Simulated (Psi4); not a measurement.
Psi4 1.11, WB97X/def2-svp: CB(C)/C=[CH]/[GeH3], 17 atoms. The geometry is a generated start, not checked to be a minimum at this level.

```yaml
task: energy
method: wb97x
basis: def2-svp
memory: 3 GB
maxiter: 100
keys_of_the_molecule_block: symmetry c1
scf_type: df (default)
e_convergence: 1e-06 (default)
d_convergence: 1e-06 (default)
dft_radial_points: 75 (default)
dft_spherical_points: 302 (default)
basis_functions: 157
grid_points: 362260
```

```xyz
17

Ge     3.2082    -0.1360    -0.2898
C      1.2838    -0.3227    -0.4691
C      0.3934     0.1253     0.4216
B     -1.1479     0.0976     0.2162
C     -1.8770    -1.2459    -0.1691
C     -1.9810     1.4229     0.4133
H      3.9368    -1.2714    -0.9367
H      3.7186     1.1174    -0.9313
H      3.6021    -0.0748     1.1508
H      0.9180    -0.7751    -1.3846
H      0.7907     0.6060     1.3131
H     -2.1867    -1.7426     0.7519
H     -2.7805    -1.1020    -0.7565
H     -1.2325    -1.9490    -0.6914
H     -1.3883     2.2786     0.7265
H     -2.7713     1.2765     1.1481
H     -2.4865     1.6954    -0.5131
```

With the defaults (damping_percentage = 0, diis = true, scf_initial_accelerator = adiis, diis_max_vecs = 10, diis_start = 1, guess = auto, which took SAD) it converges in 9 SCF iterations. One run each on 2 threads, with these changes:
- diis_start = 4
- diis_max_vecs = 20
- damping_percentage = 60
- diis_max_vecs = 3
- diis_max_vecs = 6
- damping_percentage = 60, diis = false, scf_initial_accelerator = none
- scf_initial_accelerator = none
- guess = sap
- damping_percentage = 20

### Question
Name the settings that don't reach the solution of the defaults.

### Answer
No convergence: damping_percentage = 60; damping_percentage = 60, diis = false, scf_initial_accelerator = none (the run ends without SCF convergence in 100 iterations). The rest reach the solution of the defaults.

```json
[
 {"setting": "the defaults", "SCF iterations": "9", "end": "same solution"},
 {"setting": "scf_initial_accelerator = none", "SCF iterations": "9", "end": "same solution"},
 {"setting": "diis_max_vecs = 20", "SCF iterations": "9", "end": "same solution"},
 {"setting": "diis_max_vecs = 6", "SCF iterations": "9", "end": "same solution"},
 {"setting": "diis_max_vecs = 3", "SCF iterations": "10", "end": "same solution"},
 {"setting": "diis_start = 4", "SCF iterations": "11", "end": "same solution"},
 {"setting": "guess = sap", "SCF iterations": "12", "end": "same solution"},
 {"setting": "damping_percentage = 20", "SCF iterations": "18", "end": "same solution"},
 {"setting": "damping_percentage = 60", "SCF iterations": "100", "end": "no convergence"},
 {"setting": "damping_percentage = 60, diis = false, scf_initial_accelerator = none", "SCF iterations": "100", "end": "no convergence"}
]
```
